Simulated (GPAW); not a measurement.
Band structure of Mg (P6_3/mmc, 4 atoms in the cell).

```
CELL_PARAMETERS angstrom
      3.15713     0.00000     0.00000
     -1.57857     2.73416     0.00000
      0.00000     0.00000    10.25488
ATOMIC_POSITIONS crystal
  Mg 0.00000 0.00000 0.00000
  Mg 0.00000 0.00000 0.50000
  Mg 0.33333 0.66667 0.25000
  Mg 0.66667 0.33333 0.75000
```

Computed with PBE, GPAW PAW datasets PBE (gpaw-data 1.0.1) (plane waves; GPAW 25.7.0).

Settings: mode = pw; ecut = 800 eV; xc = PBE; kpts = 8 8 3; mesh shift (steps) = 0 0 0; occupations.name = methfessel-paxton; occupations.width = 0.136 eV; occupations.order = 0; nbands = -12; convergence.density = 1e-05 e/electron; convergence.energy = 1e-05 eV/electron; symmetry.symmorphic = false; symmetry.tolerance = 0.0005; maxiter = 150.

The starting cell comes from a database of computed structures (which also holds hypothetical and non-ambient phases and stackings), without a prior relaxation at this level. Its lattice was rescaled by a random factor within 2.5 % of one.

Levels in eV from the Fermi level, bands 17 to 24:
```json
[
 {"point": "Γ", "17": "-7.15", "18": "-5.72", "19": "-5.72", "20": "-1.80", "21": "-1.30", "22": "5.07", "23": "5.08", "24": "11.14"},
 {"point": "M", "17": "-2.25", "18": "-2.23", "19": "-1.17", "20": "-1.14", "21": "-0.57", "22": "-0.52", "23": "2.74", "24": "2.90"},
 {"point": "K", "17": "-0.69", "18": "-0.69", "19": "-0.65", "20": "0.13", "21": "0.35", "22": "0.35", "23": "1.02", "24": "1.02"},
 {"point": "A", "17": "-6.79", "18": "-6.79", "19": "-3.97", "20": "-3.97", "21": "1.49", "22": "1.49", "23": "9.14", "24": "9.14"},
 {"point": "L", "17": "-1.97", "18": "-1.97", "19": "-1.84", "20": "-1.84", "21": "0.64", "22": "0.64", "23": "1.10", "24": "1.10"},
 {"point": "H", "17": "-0.48", "18": "-0.48", "19": "-0.36", "20": "-0.36", "21": "-0.23", "22": "-0.23", "23": "1.92", "24": "1.92"}
]
```

Bands cross the Fermi level along this path, so the cell is metallic at this level.
